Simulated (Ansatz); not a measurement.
BN (within 0.1 Å of R3m, No. 160, 2 atoms in the cell; start mp-714851; a measured phase of this formula has another space group) was calculated with r²SCAN (PAW; Ansatz, an electronic-structure program).

Numerical settings: plane-wave cutoff 560 eV, 16×16×12 k mesh (along the axes of the cell as run), Fermi–Dirac smearing 0.01 eV, scalar-relativistic PAW data made under PBE.

Cell (relaxed at this level):

Space group R3m, hexagonal axes (No. 160); a = 2.5006 Å, b = 2.5006 Å, c = 10.2988 Å, α = 90.00°, β = 90.00°, γ = 120.00°

```
atom  site  symmetry       x       y       z
----  ----  --------  ------  ------  ------
B       3a        3m  0.0000  0.0000  0.9914
N       3a        3m  0.0000  0.0000  0.3245
```
(The calculation used a cell of 2 atoms; values per cell refer to that cell.)

Predict the band gap, smallest direct gap on the k points sampled and Γ–Γ gap.


- band gap = 4.79 eV (indirect)
- smallest direct gap on the k points sampled = 5.41 eV
- Γ–Γ gap = 6.73 eV

Note: the cell has widely spaced layers and the level no dispersion term, so their spacing and the moduli can rest on weak binding.

The computed numbers hold no vibrational or temperature effects.

It cost roughly 50 core-seconds of CPU time.

A start named mp-… is a Materials Project structure, which need not be a measured phase.
